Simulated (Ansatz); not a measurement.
The starting structures come from a database of crystals and need not be the phases stable at ambient conditions.

The decay constant κ of evanescent states in the gap governs leakage through a thin film.

Data:

```yaml
crystal:
  lattice:
    - [6.35043, 0.00000, 0.00000]
    - [-3.17522, 5.49964, 0.00000]
    - [3.17522, 1.83321, 5.90567]
  atoms:
    - { symbol: Sc, position: [0.33312, 0.66656, 0.00033] }
    - { symbol: Sc, position: [0.66688, 0.33344, 0.99967] }
    - { symbol: Cl, position: [0.83977, 0.56376, 0.23970] }
    - { symbol: Cl, position: [0.16023, 0.43624, 0.76030] }
    - { symbol: Cl, position: [0.19654, 0.27601, 0.23970] }
    - { symbol: Cl, position: [0.80346, 0.72399, 0.76030] }
    - { symbol: Cl, position: [0.48428, 0.92053, 0.23970] }
    - { symbol: Cl, position: [0.51572, 0.07947, 0.76030] }
```

Space group of this cell: R-3. The cell was relaxed by PBE-D3(BJ).

Transport runs along the normal of the first two printed cell vectors, the (001) plane of the conventional cell.

The gap is the functional's own, uncorrected, and κ follows it; spin-orbit coupling is left out. Mid-gap values are interpolated between the computed energies.

Task: Compute, with r2SCAN in Ansatz (an electronic-structure program), the band gap and the smallest decay constant κ at mid-gap.

Result: Gap 4.12 eV on a 6×6×6 mesh; κ = 0.388 1/Å, at the zone centre.
